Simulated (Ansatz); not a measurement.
```xyz
2
Lattice="11.0000 0.0000 0.0000 0.0000 11.0000 0.0000 0.0000 0.0000 6.1629" Properties=species:S:1:pos:R:3 pbc="T T T"
Mg     5.5000     5.5000     0.0000
Mg     5.5000     5.5000     3.0814
```

These are PBE (plane waves to 420 eV, PAW; Ansatz, an electronic-structure program) values and carry that method's errors. Mesh 1×1×50. No spin polarisation, so a magnetic state wasn't tested. Periodic along z alone, with about 11 Å of vacuum beside it. A hypothetical model. It keeps the symmetry and period of its start, so it need not be a minimum against all distortions. Pairing along the axis, which can open a gap, is among the distortions not tried.

Q: Tabulate the two highest filled and two lowest empty levels along the axis, from the valence top.

A: 
```
k (2π/c)  v2 (eV)  v1 (eV)  c1 (eV)  c2 (eV)
--------  -------  -------  -------  -------
0.000       -3.61     0.00     0.19     0.19
0.042       -3.60    -0.14     0.20     0.20
0.083       -3.58    -0.39     0.22     0.22
0.125       -3.55    -0.66     0.25     0.25
0.167       -3.50    -0.92     0.30     0.30
0.208       -3.44    -1.17     0.36     0.36
0.250       -3.36    -1.42     0.43     0.43
0.292       -3.27    -1.65     0.52     0.52
0.333       -3.17    -1.87     0.62     0.62
0.375       -3.05    -2.08     0.73     0.73
0.417       -2.92    -2.27     0.85     0.85
0.458       -2.78    -2.46     0.99     0.99
0.500       -2.62    -2.62     1.14     1.14
```
